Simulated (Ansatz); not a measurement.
The reference is Be in the hcp (Mg type) structure (space group P6_3/mmc, No. 194; a = 2.2552 Å, c = 3.5580 Å; relaxed with 0.1 eV smearing). Axes: x lies along a and z along c of the hexagonal cell.

All numbers come from PBEsol/PAW in Ansatz (a quantum-chemistry and plane-wave program), spin-orbit coupling left out.

One thing is altered: the cell is compressed by 1.50 % along z with no lateral relaxation, atoms relaxed at fixed cell.

Predict the stress tensor and what it implies for the stiffness.

Stress of the strained cell less that of the base (GPa, compression positive):
```
    0.2     0.0     0.0
    0.0     0.2     0.0
    0.0     0.0     6.0
```

Then −Δσ_ii/ε with ε = -0.0150 gives secant stiffness values (nonlinear terms included at this strain): C33 ≈ 401 GPa.

No phonon test of stability was made.
